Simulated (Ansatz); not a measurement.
End structure of a constructed model of the (111)B surface of zinc-blende BN, N-terminated, 2x2 In adatom at H3 (bottom of the slab: 3 H on 4 bottom sites):

```xyz
44
Lattice="5.1263 0.0000 0.0000 -2.5631 4.4395 0.0000 0.0000 0.0000 28.0000" Properties=species:S:1:pos:R:3 pbc="T T T"
B      1.2515     0.7573     9.2754
B      3.8748     0.7573     9.2753
B      0.0000     2.9249     9.2754
B      2.5631     2.9596     9.6252
N     -0.0001     1.4798     9.8564
N      2.5632     1.4919     9.8178
N     -1.2920     3.6936     9.8180
N      1.2920     3.6936     9.8178
B      0.0000     1.4798    11.4165
B      2.5631     1.4798    11.4165
B     -1.2816     3.6996    11.4165
B      1.2816     3.6996    11.4165
N      0.0000     0.0000    11.9397
N      2.5631     0.0000    11.9397
N     -1.2816     2.2197    11.9397
N      1.2816     2.2197    11.9397
B      0.0011    -0.0016    13.5145
B      2.5620    -0.0006    13.5181
B     -1.2824     2.2215    13.5145
B      1.2824     2.2202    13.5160
N      1.2816     0.7383    14.0293
N      3.8447     0.7399    14.0267
N     -0.0014     2.9605    14.0293
N      2.5645     2.9605    14.0308
B      1.2816     0.7329    15.6223
B      3.8448     0.7399    15.6190
B     -0.0061     2.9632    15.6223
B      2.5693     2.9632    15.6226
N     -0.0023     1.4785    16.1026
N      2.5655     1.4784    16.1030
N     -1.2815     3.6996    16.1308
N      1.2815     3.7023    16.1030
B      0.0222     1.4927    17.7499
B      2.5410     1.4926    17.7500
B     -1.2815     3.6996    17.8498
B      1.2816     3.6740    17.7500
N     -0.0109     0.0064    18.1935
N      2.5742     0.0064    18.1939
N     -1.2815     2.2072    18.1935
N      1.2816     2.2198    18.1479
H      1.2554     0.7549     8.0714
H      3.8709     0.7550     8.0712
H     -0.0002     2.9295     8.0714
In     3.8451     0.7401    19.9596
```

Model: 44-atom slab, 11.8 Å thick at the start with caps and adatoms (thin: gaps and levels are the slab's own), 5x5x1 mesh, Fermi-Dirac 0.025 eV, dipole correction, 8 atoms held, the rest relaxed; held to the start's symmetry, so lower structures may exist; no spin, no spin-orbit, no U. In PBE it is, or lies within 0.01 eV a 1x1 cell of, the lowest of the 2 structures of its composition computed so far; subsurface sites and larger cells were not tried.

**Question.** Predict the highest filled level below the top vacuum level from Ansatz (a quantum-chemistry and plane-wave program) with PBE.

**Answer.** 4.28 eV

**Question.** What gap of the slab on its k-mesh does PBE give?

**Answer.** 0.28 eV
